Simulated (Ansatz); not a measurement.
For GaSb (model structure, started from the WC type, P-6m2, No. 187, 2 atoms in the cell), LDA (Ansatz, a first-principles code, plane waves, PAW) gives:

| Item | Value |
|---|---|
| lattice constant a | 3.843 Å |
| lattice parameter c | 3.605 Å |
| cohesive energy | 3.45 eV/atom |

What does r²SCAN+rVV10 in Ansatz (PAW) give for the same quantities?


- lattice constant a: 3.964 Å (grows by 3.1 %)
- lattice parameter c: 3.551 Å (decreases by 1.5 %)
- cohesive energy: 2.77 eV/atom (shrinks by 0.68 eV/atom)

Changes are worked out from the printed values.

Unless a cell is named, each level is at its own relaxed cell (LDA 23.05, r²SCAN+rVV10 24.16 Å³/atom).

Levels without +SOC leave out spin–orbit coupling, which shifts energies and cells of such heavy elements.

Ansatz's density-functional and Hartree–Fock values are scalar-relativistic unless marked +SOC, with PAW data made under PBE.

A model structure was made by putting elements into a prototype or built by hand; it is no filed structure, need not be a known phase, and can be a saddle point held by its symmetry.
